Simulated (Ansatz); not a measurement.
# How far to go with the k-point mesh at a smearing width of 0.02 eV: VH2 (I4mm, 3 atoms in the cell)

```
VH2
1.0
    0.00000     2.10387     2.10387
    2.10387     0.00000     2.10387
    2.10387     2.10387     0.00000
V H
1 2
Direct
  0.01188   0.01188   0.98812
  0.75000   0.75000   0.75000
  0.25000   0.25000   0.25000
```

Method of the run: PBEsol, default PAW files made with PBE (plane waves; Ansatz, a program for electronic structure).

Base settings: basis.ecutwfc = 420 eV; kpoints.mp_grid.grid = 13 13 13; hamiltonian.xc = pbesol; hamiltonian.pseudopotentials = {kind: paw} (the program's default PAW files); scf.occupations.method = gaussian; scf.occupations.width = 0.1 eV.

In this ladder: scf.occupations.width = 0.02 eV.

Only quantities that move along the ladder and can be compared are tabulated.

The count of work is k-points × plane waves × bands × iterations; it is no time. 

The starting cell comes from a database of computed structures (which also holds hypothetical and non-ambient phases and stackings), without a prior relaxation at this level. Its lattice was rescaled by up to half a per cent. One atom was moved a little off its site on purpose. Spin polarisation is off. In the base run, with a pressure of about -5 GPa the cell is away from its equilibrium volume at this level. Ansatz's pressure includes its estimate of the finite-basis (Pulay) stress.

| kpoints.mp_grid.grid | free energy less the last step's (meV/atom) | pressure (GPa) | largest difference of a force vector from the last step's (eV/Å) | count of work / last |
|---|---|---|---|---|
| 5 5 5 | 18.51 | -4.79 | 0.014 | 0.0075 |
| 6 6 6 | -7.91 | -5.63 | 0.010 | 0.013 |
| 7 7 7 | 0.77 | -5.38 | 0.001 | 0.017 |
| 8 8 8 | 4.33 | -5.22 | 0.002 | 0.025 |
| 10 10 10 | -2.07 | -5.45 | 0.001 | 0.043 |
| 12 12 12 | 1.11 | -5.37 | 0.001 | 0.068 |
| 15 15 15 | 0.06 | -5.39 | 0.000 | 0.12 |
| 18 18 18 | -0.05 | -5.39 | 0.001 | 0.20 |
| 22 22 22 | 0.11 | -5.38 | 0.000 | 0.35 |
| 26 26 26 | 0.12 | -5.38 | 0.000 | 0.56 |
| 32 32 32 | 0.00 | -5.39 | 0.000 | 1.0 |

Coarsest kpoints.mp_grid.grid that holds the free energy within 1 meV/atom of the last step, with all finer ones: 15 15 15, at 0.12 of the last step's count of work; the step before is off by 1.1 meV/atom.

Coarsest kpoints.mp_grid.grid that holds the pressure within 0.5 GPa of the last step, with all finer ones: 6 6 6, at 0.013 of the last step's count of work; the step before is off by 0.60 GPa.

Coarsest kpoints.mp_grid.grid that holds the forces within 0.005 eV/Å of the last step, with all finer ones: 7 7 7, at 0.017 of the last step's count of work; the step before is off by 0.010 eV/Å.

Keys are those of Ansatz 0.2.
